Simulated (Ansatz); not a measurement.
**CO on the 1x1 (10-10) surface of wurtzite AlN (cut with top plane Al + N), one in a 2x1 cell, started at the site 'hollow Al'**

Host crystal: wurtzite AlN, with a band gap (PBE, scalar-relativistic without spin-orbit coupling).

Computed with HSE06, at the PBE geometry (plane waves to 420 eV, PAW; Ansatz, a program for electronic structure).

Slab: 34 atoms, 8.9 Å thick at the start under the adsorbate (thin: gaps and levels are the slab's own); k 3x3x1, smearing 0.01 eV, dipole-corrected; single point; no symmetry held, on the structure that PBE left; no spin, no spin-orbit, no U, no dispersion correction. At the end it is bonded to Al. In PBE it is, or lies within 0.03 eV of, the lowest of the starts that converged; the order may differ at this level.

The adsorption energy against CO(g) at the same level comes out as -0.57 eV and the change of the step from the bottom to the top vacuum level, against the clean slab is 0.22 eV. The height of the binding atom over the mean of the host atoms within 0.3 Å of the top one is 1.524 Å and the nearest host atoms of the binding atom is Al at 2.15 Å, N at 2.23 Å, N at 2.97 Å. The note comes out as in the relaxation the adsorbate left its starting site by 0.9 Å and the cost is about 19 core-minutes (a rough figure).

A negative adsorption energy means that the adsorbate is more stable on the surface than in its reference.
